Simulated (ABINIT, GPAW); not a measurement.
An ABINIT input for a self-consistent single point of Al₃GaN₄ (P-43m, 8 atoms in the cell) (DFT, LDA (PW92), plane waves, norm-conserving pseudopotentials (PseudoDojo nc-sr-04 LDA standard)):

```
# Al3GaN4, PseudoDojo nc-sr-04 LDA standard
pp_dirpath "./"
pseudos "Al.upf, Ga.upf, N.upf"
acell 3*1.0 Angstrom
rprim
         4.3134110000    0.0000000000    0.0000000000
         0.0000000000    4.3134110000    0.0000000000
         0.0000000000    0.0000000000    4.3134110000
natom 8
ntypat 3
znucl 13 31 7
typat 1 1 1 2 3 3 3 3
xred
         0.5000000000    0.5000000000    0.0000000000
         0.0000000000    0.5000000000    0.5000000000
         0.5000000000    0.0000000000    0.5000000000
         0.0000000000    0.0000000000    0.0000000000
         0.7441600000    0.7441600000    0.2558400000
         0.7441600000    0.2558400000    0.7441600000
         0.2558400000    0.2558400000    0.2558400000
         0.2558400000    0.7441600000    0.7441600000
ecut 42
occopt 3
tsmear 0.00073499
nband 28
kptopt 1
ngkpt 6 6 6
nshiftk 1
shiftk 0 0 0
nstep 60
tolvrs 1.0e-11
prtwf 0
prtden 0
enunit 2
```

Problem. Write the same calculation as an input for GPAW.

Solution. One input that does it (others would too):

```python
from ase import Atoms
from ase.units import GPa
from gpaw import GPAW

atoms = Atoms(['Al', 'Al', 'Al', 'Ga', 'N', 'N', 'N', 'N'],
              cell=[[4.313411, 0.000000, 0.000000],
                    [0.000000, 4.313411, 0.000000],
                    [0.000000, 0.000000, 4.313411]],
              scaled_positions=[[0.500000, 0.500000, 0.000000],
                                [0.000000, 0.500000, 0.500000],
                                [0.500000, 0.000000, 0.500000],
                                [0.000000, 0.000000, 0.000000],
                                [0.744160, 0.744160, 0.255840],
                                [0.744160, 0.255840, 0.744160],
                                [0.255840, 0.255840, 0.255840],
                                [0.255840, 0.744160, 0.744160]],
              pbc=True)

calc = GPAW(mode={'name': 'pw', 'ecut': 900},
            xc='LDA',
            kpts={'size': (6, 6, 6), 'gamma': True},
            occupations={'name': 'fermi-dirac', 'width': 0.02},
            nbands=-4,
            convergence={'density': 1e-05, 'bands': -2},
            symmetry={'symmorphic': False, 'tolerance': 0.0005},
            maxiter=100,
            txt='-')

atoms.calc = calc

energy = atoms.get_potential_energy()
print('Energy (eV):', round(energy, 6))
forces = atoms.get_forces()
print('Forces (eV/Ang):')
print(forces.round(5))
stress = atoms.get_stress()
print('Stress (GPa, Voigt):', (stress / GPa).round(4))
```

Basis, cutoffs, solver keys and any potentials are the target program's own. This input uses DFT LDA (Perdew-Wang 92), plane waves, GPAW PAW datasets LDA (gpaw-data 1.0.1). LDA parametrisations can differ slightly between programs.

The starting cell comes from a database of computed structures (which also holds hypothetical and non-ambient phases and stackings), without a prior relaxation at this level. For this run, on top of that: lattice scaled by 0.98.
